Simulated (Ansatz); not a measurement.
Base system: Lu in the hcp (Mg type) structure (space group P6_3/mmc, No. 194; a = 3.5062 Å, c = 5.4820 Å; relaxed with 0.1 eV smearing). Axes: x lies along a and z along c of the hexagonal cell.

Calculations: Kohn–Sham DFT with the PBE functional, run in Ansatz (an electronic-structure program) with PAW and 420 eV plane waves, without spin-orbit coupling.

For the base:

```
Item      Value
--------  -----
Band gap   zero
```

One thing is altered: the cell is compressed by 2.00 % along z with no lateral relaxation, atoms relaxed at fixed cell.

Q: How does this affect the stress, energy relative to the base and band gap?

A: The stress (xx, yy, zz, yz, xz, xy; compression positive) is (0.4, 0.4, 1.9, 0.0, 0.0, 0.0) GPa; the energy grows by 3.5 meV/atom; the band gap is still zero.

The cells carry an imposed strain or load. No phonon test of stability was made.
